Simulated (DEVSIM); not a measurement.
**Si n-i-p diode**

Structure: Si n-i-p diode, at 350 K.

```
layer (left to right)  material  thickness (μm)  Nd (cm⁻³)  Na (cm⁻³)   τn (s)   τp (s)
---------------------  --------  --------------  ---------  ---------  -------  -------
1                            Si            4.30     1.3e19          -  0.00048  0.00048
2                            Si           0.620          -     4.7e12  0.00048  0.00048
3                            Si           0.550          -     4.7e18  0.00048  0.00048
```

Left contact: ohmic. Right contact: ohmic. Voltage is applied to the left contact. Recombination: SRH at mid-gap, radiative. Mobility is constant in doping.

Constants are typed, rounded textbook-type inputs, not results; the design itself was drawn at random and stands for no fabricated device. Values at 300 K; Nc and Nv go as T^1.5, mobilities as T to minus their exponent, the gap by Varshni's rule with the affinity fixed.

```csv
parameter,Si
gap (eV),1.124
affinity (eV),4.05
permittivity,11.7
Nc (cm⁻³),2.86e19
Nv (cm⁻³),3.1e19
μn (cm²/Vs),1417
μp (cm²/Vs),470
T exponent of μn,2.3
T exponent of μp,2.2
B (cm³/s),4.7e-15
Varshni α (eV/K),0.000473
Varshni β (K),636
```

Model (solved in DEVSIM): 1D drift-diffusion, Boltzmann statistics, complete ionisation; no tunnelling, impact ionisation, image-force lowering or self-heating.

- Potential step across the device at zero bias = 1.016 V
- Dark forward voltage at 1 A/cm² = 0.595 V
- Dark forward voltage at 100 A/cm² = 0.735 V

Small-signal capacitance in reverse bias (quasi-static):

```csv
V (V),C (nF/cm²)
0.04,19.6
0.1,19.3
0.2,18.9
0.3,18.6
0.4,18.4
0.6,18.1
0.8,17.8
1,17.7
1.3,17.5
1.6,17.4
2,17.2
```

Dark reverse current:

```json
[
 {"V (V)": "0.04", "J (A/cm²)": "2.3e-9"},
 {"V (V)": "0.10", "J (A/cm²)": "3.3e-9"},
 {"V (V)": "0.20", "J (A/cm²)": "3.7e-9"},
 {"V (V)": "0.30", "J (A/cm²)": "4.0e-9"},
 {"V (V)": "0.40", "J (A/cm²)": "4.2e-9"},
 {"V (V)": "0.60", "J (A/cm²)": "4.5e-9"},
 {"V (V)": "0.80", "J (A/cm²)": "4.8e-9"},
 {"V (V)": "1.00", "J (A/cm²)": "4.9e-9"},
 {"V (V)": "1.30", "J (A/cm²)": "5.2e-9"},
 {"V (V)": "1.60", "J (A/cm²)": "5.3e-9"},
 {"V (V)": "2.00", "J (A/cm²)": "5.5e-9"}
]
```
